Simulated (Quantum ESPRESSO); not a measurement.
Input and output of a self-consistent single point for the (100) slab of Ba2H3I (cut from a parent of space group no. 164; 6 atoms in the cell) (Quantum ESPRESSO).

Method: LDA (PZ), GBRV 1.5 ultrasoft (LDA) pseudopotentials (plane waves; Quantum ESPRESSO).

```yaml
crystal:
  lattice:
    - [4.51372, 0.00000, 0.00000]
    - [0.00000, 8.07895, 0.00000]
    - [0.00000, 0.00000, 16.60599]
  atoms:
    - { symbol: Ba, position: [0.25000, 0.68472, 0.42153] }
    - { symbol: Ba, position: [0.25000, 0.31528, 0.57847] }
    - { symbol: H, position: [0.25000, 0.35610, 0.42153] }
    - { symbol: H, position: [0.25000, 0.64390, 0.57847] }
    - { symbol: H, position: [0.75000, 0.50000, 0.50000] }
    - { symbol: I, position: [0.75000, 0.00000, 0.50000] }
```

Reference input (self-consistent single point, DFT, LDA (PZ), plane waves, GBRV 1.5 ultrasoft (LDA) pseudopotentials): ecutwfc = 40 Ry; ecutrho = 200 Ry; occupations = smearing; smearing = fd; degauss = 0.0036749 Ry; potentials = {Ba: ba_lda_v1.uspp.F.UPF, H: h_lda_v1.4.uspp.F.UPF, I: i_lda_v1.uspp.F.UPF}; K_POINTS = automatic 3 2 1 0 0 0; conv_thr = 1e-10 Ry; mixing_beta = 0.4. This run's input differs from it in these lines:

```diff
@@ -12,4 +12,4 @@
   ntyp = 3
-  ecutwfc = 40
-  ecutrho = 200
+  ecutwfc = 28
+  ecutrho = 140
   occupations = 'smearing'
```

The program printed (abridged):

```
     Self-consistent Calculation

     iteration #  1     ecut=    28.00 Ry     beta= 0.40

     negative rho (up, down):  1.976E-01 0.000E+00

     total energy              =    -208.84299201 Ry
     estimated scf accuracy    <       0.70931963 Ry

     iteration #  2     ecut=    28.00 Ry     beta= 0.40

     negative rho (up, down):  1.937E-01 0.000E+00

     total energy              =    -208.90611778 Ry
     estimated scf accuracy    <       0.06147704 Ry

     iteration #  3     ecut=    28.00 Ry     beta= 0.40

     negative rho (up, down):  1.899E-01 0.000E+00

     total energy              =    -208.91785096 Ry
     estimated scf accuracy    <       0.01289013 Ry

   [... 9 blocks of this kind left out ...]

     iteration # 13     ecut=    28.00 Ry     beta= 0.40

     negative rho (up, down):  1.877E-01 0.000E+00

     total energy              =    -208.92181672 Ry
     estimated scf accuracy    <          1.1E-10 Ry

     iteration # 14     ecut=    28.00 Ry     beta= 0.40

     negative rho (up, down):  1.877E-01 0.000E+00
     End of self-consistent calculation

     the Fermi energy is    -0.6338 ev

!    total energy              =    -208.92181672 Ry
     estimated scf accuracy    <          5.6E-12 Ry
     smearing contrib. (-TS)   =      -0.00002145 Ry
     internal energy E=F+TS    =    -208.92179527 Ry

     convergence has been achieved in  14 iterations

     negative rho (up, down):  1.877E-01 0.000E+00

     Forces acting on atoms (cartesian axes, Ry/au):

     atom    1 type  1   force =     0.00000000   -0.03141042    0.07649588
     atom    2 type  1   force =    -0.00000000    0.03141042   -0.07649588
     atom    3 type  2   force =    -0.00000000    0.01933132    0.01673473
     atom    4 type  2   force =     0.00000000   -0.01933132   -0.01673473
     atom    5 type  2   force =     0.00000000    0.00000000    0.00000000
   [... lines left out ...]
     Total force =     0.122409     Total SCF correction =     0.000006
   [... lines left out ...]

     negative rho (up, down):  1.877E-01 0.000E+00
          total   stress  (Ry/bohr**3)                   (kbar)     P=      -14.11
  -0.00003199   0.00000000   0.00000000           -4.71        0.00        0.00
   0.00000000  -0.00014188   0.00001455            0.00      -20.87        2.14
   0.00000000   0.00001455  -0.00011395            0.00        2.14      -16.76

   JOB DONE.
```

The run converged in 14 iterations. Against the reference run the free energy goes up by 6.3 meV/atom, the largest force stays at 2.126 eV/Å and the gap on the mesh moves little (0.681 to 0.682 eV).

The starting cell comes from a database of computed structures (which also holds hypothetical and non-ambient phases and stackings), without a prior relaxation at this level. The slab is cut from that crystal, and its faces are unrelaxed. Its lattice was rescaled by up to half a per cent. Spin-orbit coupling is off. Spin polarisation is off, though cut faces can carry moments; a gap of a slab can lie between surface states. Forces in this geometry exceed 1 eV/Å.

Cost on one core of a shared machine: roughly 60 s.
